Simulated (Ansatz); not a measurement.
## How the smallest direct gap on the k points sampled of SiN2H6F4 (P2₁/c, No. 14, 26 atoms in the cell; start mp-643277) moves with the method

No measured value is used here.

```json
[
 {"level (code)": "LDA (Ansatz)", "value (eV)": "6.49"},
 {"level (code)": "PBEsol (Ansatz)", "value (eV)": "6.75"},
 {"level (code)": "r²SCAN (Ansatz)", "value (eV)": "7.46"},
 {"level (code)": "HSE06 (Ansatz)", "value (eV)": "8.71"}
]
```

Computed values are for a static lattice.  Values are at the PBE-D3(BJ) cell. Cutoffs and k meshes differ between the levels. Ansatz's density-functional and Hartree–Fock values are scalar-relativistic unless marked +SOC, with PAW data made under PBE.

A start named mp-… is a Materials Project structure, which need not be a measured phase.

Ansatz is a quantum-chemistry and plane-wave program.
